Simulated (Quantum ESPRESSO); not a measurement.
A user runs Quantum ESPRESSO on YSbO₄ (P-1, 24 atoms in the cell) and asks whether the run is sound. The aim is a self-consistent single point with DFT, LDA (PZ), plane waves, GBRV 1.5 ultrasoft (LDA) pseudopotentials.

Cell that was meant: a = 5.3025 Å, b = 7.4088 Å, c = 7.5159 Å, α = 81.05°, β = 88.10°, γ = 89.70°.

Part of the input:

```fortran
/
&system
    ibrav = 0
    nat = 25
    ntyp = 3
    ecutwfc = 40
    ecutrho = 320
    occupations = 'fixed'
    nbnd = 107
/
&electrons
    conv_thr = 1.0d-10
[...]
O     0.47035000    0.12261000    0.81502000
O     0.00943000    0.38080000    0.16962000
O     0.99057000    0.61920000    0.83038000
O     0.12777500    0.25117700    0.55018500
K_POINTS automatic
3 2 2  0 0 0
CELL_PARAMETERS angstrom
```

Log, with long lists cut:

```
     G-vector sticks info
     --------------------
     sticks:   dense  smooth     PW     G-vecs:    dense   smooth      PW
   [... lines left out ...]
        k(    6) = (   0.3333333  -0.0017191  -0.3682024), wk =   0.3333333
        k(    7) = (   0.3333333  -0.3595749   0.0454255), wk =   0.3333333
        k(    8) = (   0.3333333  -0.3595749  -0.3118683), wk =   0.3333333

     Dense  grid:   190163 G-vectors     FFT dimensions: (  60,  80,  81)

     Smooth grid:    67235 G-vectors     FFT dimensions: (  45,  60,  60)

     Initial potential from superposition of free atoms

     starting charge     201.9849, renormalised to     206.0000
     Self-consistent Calculation

     iteration #  1     ecut=    40.00 Ry     beta= 0.70

     total energy              =   -1641.90184774 Ry
     estimated scf accuracy    <       8.01304401 Ry

     iteration #  2     ecut=    40.00 Ry     beta= 0.70

     total energy              =   -1642.19321377 Ry
     estimated scf accuracy    <      13.99538142 Ry

     iteration #  3     ecut=    40.00 Ry     beta= 0.70

     total energy              =   -1644.88755345 Ry
     estimated scf accuracy    <       3.04666656 Ry

   [... 14 blocks of this kind left out ...]

     iteration # 18     ecut=    40.00 Ry     beta= 0.70

     total energy              =   -1645.44560803 Ry
     estimated scf accuracy    <          5.8E-10 Ry

     iteration # 19     ecut=    40.00 Ry     beta= 0.70
     End of self-consistent calculation

     highest occupied, lowest unoccupied level (ev):    12.7747   13.1137

!    total energy              =   -1645.44560803 Ry
     estimated scf accuracy    <          9.7E-11 Ry

     convergence has been achieved in  19 iterations

     Forces acting on atoms (cartesian axes, Ry/au):

     atom    1 type  1   force =    -0.00586028    0.00235618   -0.00936966
     atom    2 type  1   force =     0.06200448    0.06101649    0.12900746
     atom    3 type  1   force =    -0.00288030   -0.00083322    0.01485314
     atom    4 type  1   force =    -0.00503863   -0.02310341    0.01286274
     atom    5 type  2   force =    -0.50390592   -0.13925953    0.16469327
   [... lines left out ...]

     Total force =    66.449922     Total SCF correction =     0.000045

          total   stress  (Ry/bohr**3)                   (kbar)     P=     1322.00
   0.00575966  -0.00809773  -0.00284726          847.28    -1191.22     -418.85
  -0.00809773   0.01808344   0.00422391        -1191.22     2660.17      621.36
  -0.00284726   0.00422391   0.00311714         -418.85      621.36      458.55

   JOB DONE.
```

Task: Is anything amiss in this input, and did it matter?

Result: The run is not sound. The fault is one atom entered twice. Two nuclei at or near one point give a huge ion-ion repulsion and overlapping cores, and the electron count is too high as well. To fix it, remove the duplicate atom. The run converged in 19 iterations without an error; against the sound input the pressure goes from 2.04 to 132.2 GPa, the largest force goes from 0.547 to 1211 eV/Å and the gap on the mesh goes from 2.888 to 0.339 eV.

The sound input it was made from differs as follows (other fixes are possible):
```diff
-    nat = 25
+    nat = 24
-    nbnd = 107
+    nbnd = 104
-O     0.12777500    0.25117700    0.55018500
```

With that input, the run converged in 16 iterations: free energy E − TS -22151.8199 eV; top of the valence band (on the code's own zero) 9.24 eV; gap on the k-point mesh 2.89 eV; pressure 2.04 GPa; largest force (vector length) 0.547 eV/Å (DFT, LDA (PZ), plane waves, GBRV 1.5 ultrasoft (LDA) pseudopotentials).

On the sound input: the starting cell comes from a database of computed structures (which also holds hypothetical and non-ambient phases and stackings), without a prior relaxation at this level. Its lattice was rescaled by a random factor within 2.5 % of one. Spin-orbit coupling is off.
